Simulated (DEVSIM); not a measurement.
System: abrupt GaAs p-n junction, at 300 K.

Layer 1 from the left is GaAs, thickness (μm) 37.0, Na (cm⁻³) 6.6e15, τn (s) 1.2e-8, τp (s) 1.2e-8. Layer 2 from the left is GaAs, thickness (μm) 1.00, Nd (cm⁻³) 1.1e17, τn (s) 1.2e-8, τp (s) 1.2e-8.

Left contact: ohmic. Right contact: ohmic. Voltage is applied to the left contact. Recombination: SRH at mid-gap. Mobility is constant in doping.

The device is made up for the run: typed textbook-type constants, with dimensions and the other settings drawn at random. Values at 300 K.

GaAs: gap (eV) 1.424, affinity (eV) 4.07, permittivity 12.9, Nc (cm⁻³) 4.7e17, Nv (cm⁻³) 9e18, μn (cm²/Vs) 8500, μp (cm²/Vs) 400.

**Question.** Estimate by hand the built-in potential, the peak field at zero bias, the capacitance at -0.6 V, and compare with a numerical solution.

**Answer.** 
- Built-in potential: ni = √(Nc Nv) exp(−Eg/2kT) = 2250000 cm⁻³ with Eg = 1.424 eV; Vbi = kT/q ln(Na Nd/ni²) = 1.200 V; numerical 1.200 V.
- Peak field at zero bias: depletion approximation: W = √(2εVbi/(qN)) = 0.524 μm with N = 6.23e15 cm⁻³; field = 2Vbi/W = 45800 V/cm; numerical 45100 V/cm (estimate above by 1.6 %).
- Capacitance at -0.6 V: C = √(qεN / 2(Vbi + |V|)) = 17.8 nF/cm²; numerical 18.1 nF/cm² (estimate below by 1.4 %).

Simulated with DEVSIM: 1D drift-diffusion, Boltzmann statistics, complete ionisation; no tunnelling, impact ionisation, image-force lowering or self-heating.
